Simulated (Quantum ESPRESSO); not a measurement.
Convergence test for Zr6Al16Pt7 (Fm-3m, 29 atoms in the cell)

```xyz
29
Lattice="-6.3325 0.0000 6.3325 0.0000 6.3325 6.3325 -6.3325 6.3325 0.0000" Properties=species:S:1:pos:R:3 pbc="T T T"
Zr    -6.3325     6.3325     8.6882
Zr    -6.3325     6.3325     3.9768
Zr    -6.3325     8.6882     6.3325
Zr    -6.3325     3.9768     6.3325
Zr    -8.6882     6.3325     6.3325
Zr    -3.9768     6.3325     6.3325
Al    -7.8555     7.8555    11.1420
Al    -4.8095     4.8095     1.5230
Al    -1.5230     4.8095     4.8095
Al   -11.1420     7.8555     7.8555
Al   -11.1420    11.1420    11.1420
Al    -1.5230     1.5230     1.5230
Al    -4.8095     1.5230     4.8095
Al    -7.8555    11.1420     7.8555
Al    -4.2379     4.2379     8.4270
Al    -8.4270     8.4270     4.2379
Al    -4.2379     8.4270     8.4270
Al    -8.4270     4.2379     4.2379
Al    -8.4270     8.4270     8.4270
Al    -4.2379     4.2379     4.2379
Al    -8.4270     4.2379     8.4270
Al    -4.2379     8.4270     4.2379
Pt     0.0000     0.0000     0.0000
Pt    -3.1662     3.1662     0.0000
Pt    -3.1662     3.1662     6.3325
Pt    -3.1662     0.0000     3.1662
Pt    -3.1662     6.3325     3.1662
Pt     0.0000     3.1662     3.1662
Pt    -6.3325     3.1662     3.1662
```

Method: PBEsol, GBRV 1.5 ultrasoft (PBESOL) pseudopotentials (plane waves; Quantum ESPRESSO).

The starting cell comes from a database of computed structures (which also holds hypothetical and non-ambient phases and stackings), without a prior relaxation at this level. Its lattice was rescaled by a random factor within 2.5 % of one. Spin polarisation is off. In the base run, with a pressure of about -11 GPa the cell is away from its equilibrium volume at this level.

Held fixed: occupations = smearing; smearing = cold; degauss = 0.0036749 Ry; potentials = {Zr: zr_pbesol_v1.uspp.F.UPF, Al: al_pbesol_v1.uspp.F.UPF, Pt: pt_pbesol_v1.4.uspp.F.UPF}; K_POINTS = automatic 3 3 3 0 0 0; conv_thr = 1e-11 Ry; mixing_beta = 0.3. Moved along with it: ecutrho.

ΔF is the free energy per atom less that of the last row (40 Ry).

```
ecutwfc  ΔF (meV/atom)  pressure (GPa)  largest force (eV/Å)  plane waves  iterations
-------  -------------  --------------  --------------------  -----------  ----------
16 Ry           6108.8         -216.16                 0.125         3719          20
20 Ry           1420.8          -78.95                 0.189         5193          18
28 Ry             30.2          -14.19                 0.170         8609          19
32 Ry              4.5          -11.26                 0.171        10489          18
36 Ry              3.2          -11.20                 0.170        12563          17
40 Ry             0.00          -11.33                 0.170        14673          19
```

Pressure within 1 GPa of the last row: from ecutwfc = 32 Ry on; the one before it is off by 2.9 GPa. The value it settles on is -11.3 GPa at this level of theory and with the other settings as held.
